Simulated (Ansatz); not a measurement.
Evanescent states of FeS₂ (Pa-3, 12 atoms a cell, 13.1 Å³ an atom, -6 GPa at this level) along the normal of (111)

Level of theory: PBEsol (plane waves, PAW; Ansatz, a first-principles code).

The gap is the functional's own, uncorrected, and κ follows it; spin-orbit coupling is left out. Mid-gap values are interpolated between the computed energies.

Energies count from the valence-band top; κ is the least over a 6×6 mesh across the current.

```csv
E (eV),κ (1/Å),where
0.03,0.117,off Γ
0.07,0.171,off Γ
0.12,0.194,Γ
0.17,(withheld),Γ
0.23,(withheld),Γ
0.28,(withheld),Γ
0.33,(withheld),Γ
0.38,(withheld),Γ
0.42,(withheld),Γ
0.47,0.112,Γ
0.53,0.088,Γ
0.57,0.051,Γ
```

Question: Fill in the missing entries.

Answer: 
- 0.17, κ (1/Å): 0.187
- 0.23, κ (1/Å): 0.179
- 0.28, κ (1/Å): 0.169
- 0.33, κ (1/Å): 0.158
- 0.38, κ (1/Å): 0.145
- 0.42, κ (1/Å): 0.130
